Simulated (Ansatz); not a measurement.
Cost and result by functional for the surface energy of the (11-22) surface of hcp Mg in its 1x1 cell, outermost plane spacing 1.36 Å in the ideal cut, in Ansatz (plane waves, PAW). Single points on the PBE structure, on one kind of machine; costs are rough ratios of the slab run's core time (references not counted) to the cheapest single point. r2SCAN's cost holds its higher cutoff (500 against 420 eV). Differences are taken against r2SCAN for comparison alone: no measured value is at hand, so the table doesn't rank accuracy.

Model: 16-atom slab, 9.5 Å thick at the start (thin: gaps and levels are the slab's own), 7x6x1 mesh, Fermi-Dirac 0.1 eV, dipole correction, all atoms relaxed; held to the start's symmetry, so lower structures may exist; no spin, no spin-orbit, no U. These notes are the PBE run's.

```json
[
 {"functional": "LDA", "relative cost": "1", "surface energy (J/m²)": "0.81", "less r2SCAN (J/m²)": "-0.01"},
 {"functional": "PBEsol", "relative cost": "1", "surface energy (J/m²)": "0.80", "less r2SCAN (J/m²)": "-0.02"},
 {"functional": "RPBE", "relative cost": "1", "surface energy (J/m²)": "0.67", "less r2SCAN (J/m²)": "-0.15"},
 {"functional": "r2SCAN", "relative cost": "2", "surface energy (J/m²)": "0.82", "less r2SCAN (J/m²)": "0.00"},
 {"functional": "PBE (the relaxed run's value)", "relative cost": "–", "surface energy (J/m²)": "0.72", "less r2SCAN (J/m²)": "-0.10"}
]
```

The values span 0.15 J/m², while the single points' costs differ by a factor of roughly 2. Differences are of unrounded values.

Ansatz is a first-principles code.
